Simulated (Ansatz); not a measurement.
```yaml
crystal:
  lattice:
    - [2.88940, 0.00000, -0.03126]
    - [0.00000, 3.96338, 0.00000]
    - [-1.31696, 0.00000, 4.65605]
  atoms:
    - { symbol: Ti, position: [0.63811, 0.75000, 0.78577] }
    - { symbol: Ti, position: [0.36189, 0.25000, 0.21423] }
    - { symbol: Ni, position: [0.91860, 0.75000, 0.32993] }
    - { symbol: Ni, position: [0.08140, 0.25000, 0.67007] }
```

Method: PBEsol, DFPT electron-phonon coupling, linearised Boltzmann equation (Ansatz, a first-principles code), smearing 0.20 eV, k spacing 0.2 Å⁻¹, phonons solved on a 5×4×3 q mesh; geometry: relaxed with this functional, without spin-orbit coupling.

Question: The run solved the phonons by linear response and then gave no resistivity. What stopped it?

Answer: An imaginary mode of 5i cm⁻¹ at q = (0.094, 0.000, -0.050) in reciprocal-lattice units, so harmonic scattering rates are undefined. That q lies off the solved mesh, where frequencies are interpolated, so it points to an instability but doesn't prove one; a mode this soft can come from the k mesh or the smearing alone.

Spin-orbit coupling is left out.

Formula and space group known from diffraction (Crystallography Open Database), not checked to be the room-temperature form: TiNi (P2_1/m). Treated as nonmagnetic (a ferromagnetic start lost its moment, other orders weren't tried): TiNi (P2_1/m).
